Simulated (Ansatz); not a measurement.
Partial pair distribution functions of a relaxed model of amorphous Si40Ge8, broadened by 0.06 Å; density 2.71 g/cm³. Calculation: PBE, scalar-relativistic without spin-orbit coupling (plane waves to 420 eV, PAW; Ansatz, a quantum-chemistry and plane-wave program).

The cell was made by melting and quenching with the CHGNet potential and then relaxed with DFT. It is a model cell: composition and starting density were chosen by hand, and all elements were melted together. No dispersion term was used. Its density started from a set value of 2.73 and ended at 2.71 g/cm³. The quench (nominally 220 K/ps over its main leg) was far faster than any real one, so the model tends to hold more defects than a real film. A cell of this size samples the disorder only roughly. The volume was free in the relaxation, at fixed shape. Stress components on the final sampling reach 3.6 GPa. On a 2×2×2 Γ-centred mesh force components of up to 0.29 eV/Å stay, since the relaxation ran on one k-point at (1/4, 1/4, 1/4).

```csv
r (Å),g Si-Si,g Si-Ge,g Ge-Ge
2.10,0.00,0.00,0.00
2.20,0.33,0.02,0.00
2.30,3.73,0.83,0.00
2.40,5.57,4.59,0.24
2.50,2.01,3.86,2.82
2.60,0.52,1.56,3.95
2.70,0.35,0.25,0.86
2.80,0.18,0.01,0.92
2.90,0.20,0.00,1.94
3.00,0.31,0.00,0.39
3.10,0.26,0.04,1.46
3.20,0.28,0.55,1.00
3.30,0.42,0.89,0.04
3.40,0.55,0.74,0.01
3.50,0.56,1.17,0.50
3.60,1.04,1.45,1.71
3.70,1.63,1.43,3.21
3.80,1.76,2.02,3.36
3.90,1.97,2.28,1.38
4.00,1.74,1.66,0.81
4.10,1.29,0.97,0.15
4.20,1.14,1.28,0.92
4.30,1.05,0.91,1.21
4.40,1.02,0.66,0.94
4.50,0.94,0.77,0.84
4.60,0.68,0.90,0.27
4.70,0.53,0.91,0.77
4.80,0.61,0.71,0.26
4.90,0.82,0.67,0.45
5.00,0.94,0.70,0.54
```

Within 2.74 Å each Si has 3.45 Si neighbours on average.
